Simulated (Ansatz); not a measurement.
# HfN: 7 layers

Take HfN in the rock salt structure (space group Fm-3m, No. 225; a = 4.525 Å) as the base. Axes: x, y, z lie along the cube axes.

One thing is altered: a free-standing slab of 7 layers (14 atoms, 2 a layer) is cut normal to the z axis, with 15 Å of vacuum and the in-plane cell held at bulk.

Level of theory: Ansatz (an electronic-structure program) r2SCAN, scalar-relativistic without spin-orbit coupling. Γ-centred 15×15×1 mesh, Fermi–Dirac width 0.05 eV, for the changed cell.

```tsv
quantity	base	changed	shift
layer's space group (with vacuum)	–	P4/mmm (No. 123)	–
shortest interatomic distance	2.263 Å	2.134 Å	-0.129 Å
band gap	zero	zero	–
excess energy per area of both faces (slab less bulk energy over the cell's area: twice a surface energy) (uncertain by up to 0.2 J/m²)	–	3.3 J/m²	–
thickness between the outermost nuclei	–	13.72 Å	–
change of the spacing d12 from its bulk value of 2.263 Å	–	-1.0 %	–
change of the spacing d23 from its bulk value of 2.263 Å	–	0.0 %	–
```

Cost of the whole job for the changed cell (relaxation, final SCF and bands): very roughly 25 core-minutes.

The excess energy carries the mismatch between the slab's and the bulk's meshes. Stability against distortions was not tested. All final runs are without spin polarisation. An odd electron count without spin: HfN.
